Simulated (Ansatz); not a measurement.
**BeTe under a change: biaxial strain −1.00 %, plane normal [001], relaxed out of plane**

Take BeTe in the zinc blende structure (space group F-43m, No. 216; a = 5.5542 Å) as the base. Axes: x, y, z lie along the cube axes.

It is then changed as follows: biaxial strain −1.00 %, plane normal [001], relaxed out of plane (Cartesian); in-plane vectors clamped, the third vector and the atoms free.

The values are results of LDA (Ansatz, a first-principles code; PAW; 420 eV plane waves; scalar-relativistic without spin-orbit coupling), not measurements. Settings: 10×10×10 k-points, 0.05 eV Fermi–Dirac smearing.

The volume per atom shrinks by 0.26 Å³, from 21.42 Å³ to 21.16 Å³ and the shortest interatomic distance drops by 0.009 Å (2.405 Å → 2.396 Å). The energy rises by 1.6 meV/atom and the pressure (mean of the normal stresses, compression positive) goes up by 7.86 kbar, from 0.1 kbar to 7.9 kbar. The band gap drops by 0.11 eV, from 1.79 eV to 1.68 eV and the gap character is indirect, Γ → X. The smallest direct gap decreases by 0.06 eV (3.59 eV → 3.53 eV) and the electron mass goes from 1.3 mₑ along k, 0.24 mₑ across (at X) to 1.3 mₑ along k, 0.25 mₑ across (at X). The valence-band top at Γ (three highest levels, from the VBM) changes from 0.00, 0.00, 0.00 eV to 0.00, 0.00, -0.11 eV and the valley order (the lowest conduction-band minima on the path, energy above the VBM, named in the base's zone) changes from X along ⟨100⟩ 1.79 eV; L along ⟨111⟩ 3.18 eV to X along [010] 1.68 eV; X along [001] 1.81 eV; L along [111] 3.16 eV. The out-of-plane strain amounts to +0.81 % and the ratio −ε⊥/ε∥ comes out as 0.81. The mean in-plane stress (compression positive) is +1.2 GPa.

Final structure (turned so that z lies along the plane normal):

```xyz
2
Lattice="3.8882 0.0000 0.0000 0.0000 3.8882 0.0000 1.9441 -1.9441 2.7995" Properties=species:S:1:pos:R:3 pbc="T T T"
Be     0.0000     0.0000     0.0000
Te     3.8882     1.9441     1.3998
```

Cost of the whole job for the changed cell (relaxation, final SCF and bands): very roughly 20 core-seconds.

Spin-orbit coupling, missing from the scalar runs, can matter with Te. Effective masses come from finite differences of ±0.01 Å⁻¹. Along k means along the line from Γ to the band edge. Stability against distortions was not tested. Labels are those of the standard path for the cell's own space group.
